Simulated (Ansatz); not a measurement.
## ZrC: energy against volume

ZrC (rock salt, Fm-3m, 13.051 Å³/atom and stress up to 0.01 GPa in the relaxed cell, cube axes along x, y and z) under an equal strain ε along all three axes. PBE in Ansatz, a plane-wave DFT program (PAW, default set), 420 eV, 21×21×21 Γ-centred mesh, Fermi-Dirac smearing 0.10 eV; ions are relaxed, or left where forces stay under 0.02 eV/Å, within the symmetry of each cell.

Here V stands for volume and E for E less E0.

| volume (Å³/atom) | E less E0 (meV/atom) | pressure (GPa) |
|---|---|---|
| 11.9114 | ? | ? |
| 12.2836 | 34.57 | 15.23 |
| 12.4726 | 19.13 | 11.04 |
| 12.6635 | 8.36 | 7.12 |
| 12.8563 | 2.05 | 3.45 |
| 13.0511 | 0.00 | 0.00 |
| 13.2479 | 2.03 | -3.23 |
| 13.4466 | 7.95 | -6.24 |
| 13.6473 | 17.59 | -9.07 |
| 13.8500 | 30.76 | -11.70 |

Task: Using the third-order Birch-Murnaghan form, a cubic in V^(-2/3), estimate the missing E at V = 11.9114 from the other rows, showing the fit.

Result: With u = V^(-2/3) - 0.180, the rows have u = 0.007838, 0.005935, 0.004062, 0.002217, 0.000399, -0.001392, -0.003155, -0.004894, -0.006606. Least squares gives E = 0.109 - 511.54·u + 625581·u² + 85415·u³. Residuals (row less fit): -0.003, 0.004, 0.001, -0.001, -0.004, -0.003, 0.003, 0.004, -0.003; standard error 0.004 (degrees of freedom: 5). Its minimum lies at u = 0.000409, so V0 = (0.180409)^(-3/2) = 13.05. There d²E/du² = 1251000 and d³E/du³ = 512500, so B0 = (4/9) × 13.05^(-7/3) × 1251000 × 0.160218 = 222 GPa (the last factor turns the table's units into GPa), and B0' = 4 + (2/3) × 0.180409 × (512500)/1251000 = 4.0. B0' rests on the cubic coefficient alone and has a standard error of 0.1 from these residuals. At the withheld row, u = 0.011731, so E = 0.109 - 511.54 × 0.011731 + 625581 × 0.011731² + 85415 × 0.011731³ = 80.336 meV/atom. The calculation gives 80.32 meV/atom, 0.016 meV/atom below the prediction (0.0 % of the range of E in the table). The row lies outside the fitted rows, so this is an extrapolation. The scatter of the fitted rows lies at the last printed digit.

In a metal these values are sensitive to mesh and smearing; energies are taken to zero smearing, stresses follow the free energy. The runs aren't spin-polarised. Other structures, which can take over under pressure, weren't tried. The same form fitted to the pressure column gives B0' = 4.1; series where the two differ by over 0.4 aren't shown. Rows are the converged runs of the series near zero and its far end, less any whose ions stayed unrelaxed beside relaxed ones; series whose fitted rows scatter by over a few per cent of the range, as at a crossing or softening among them, aren't shown in this form.
